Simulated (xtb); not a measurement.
xtb 6.7.1, GFN2-xTB: Ni(OH)(amdMe)(tmeda) (CC1[N](C)[Ni]2([OH])(<-[N]=1C)<-[N](C)(C)CC[N]->2(C)C), charge 0, multiplicity 3, 42 atoms. The geometry is a generated start, not checked to be a minimum at this level.

```
Property                   Value
-----------------  -------------
run flags                 --grad
method                  GFN2-xTB
--acc                1 (default)
--etemp (K)        300 (default)
basis functions               96
valence electrons            102
```

Charge 0 and multiplicity 3 are set for this test and not shown to be the ground state. GFN-xTB has no spin term: --uhf 2 sets the occupations alone.

One run each on 1 thread. Values of broydamp tried: 0.02, 0.05, 0.1, 0.2, 0.4 (default), 0.6, 0.8, 1.

**Question.** Predict the course of the SCC iterations along this series.

**Answer.** Fewest SCC iterations: 0.4 (default) with 19. The count rises to 44 at 0.02. All converge to one solution.

```json
[
 {"broydamp": "0.02", "SCC iterations": "44", "end": "same solution"},
 {"broydamp": "0.05", "SCC iterations": "34", "end": "same solution"},
 {"broydamp": "0.1", "SCC iterations": "29", "end": "same solution"},
 {"broydamp": "0.2", "SCC iterations": "21", "end": "same solution"},
 {"broydamp": "0.4 (default)", "SCC iterations": "19", "end": "same solution"},
 {"broydamp": "0.6", "SCC iterations": "22", "end": "same solution"},
 {"broydamp": "0.8", "SCC iterations": "22", "end": "same solution"},
 {"broydamp": "1", "SCC iterations": "23", "end": "same solution"}
]
```
